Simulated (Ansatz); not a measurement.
## A15 V₃Si (cubic form, which distorts at low temperature)

All values below come from PBE-D3(BJ) (PAW; Ansatz, a first-principles code).

Settings: plane-wave cutoff 500 eV, 8×8×8 k mesh, Fermi–Dirac smearing 0.05 eV, no spin polarisation, scalar-relativistic PAW data made under PBE.

Cell (relaxed at this level):

```
V3Si
1.0
    4.63473     0.00000     0.00000
    0.00000     4.63473     0.00000
    0.00000     0.00000     4.63473
V Si
6 2
Direct
  0.25000   0.00000   0.50000
  0.50000   0.25000   0.00000
  0.50000   0.75000   0.00000
  0.75000   0.00000   0.50000
  0.00000   0.50000   0.75000
  0.00000   0.50000   0.25000
  0.50000   0.50000   0.50000
  0.00000   0.00000   0.00000
```

```
Quantity                     Value
-------------------  -------------
volume per atom      12.44 Å³/atom
lattice parameter a        4.635 Å
```

Measured, for comparison: equilibrium volume per atom 13.18 Å³/atom, lattice constant a 4.724 Å (temperature not stated, not corrected to a static lattice; as tabulated in Zeng et al. (2023), arXiv:2309.11055). Computed (rounded) less measured: equilibrium volume per atom -5.6 %, lattice constant a -1.9 %. A static lattice is as a rule a little smaller and stiffer than an uncorrected measurement, which narrows the difference in the lattice constant a and would widen misses of the other sign.

Note: symmetry holds this phase in the static calculation, where it need not be a minimum.
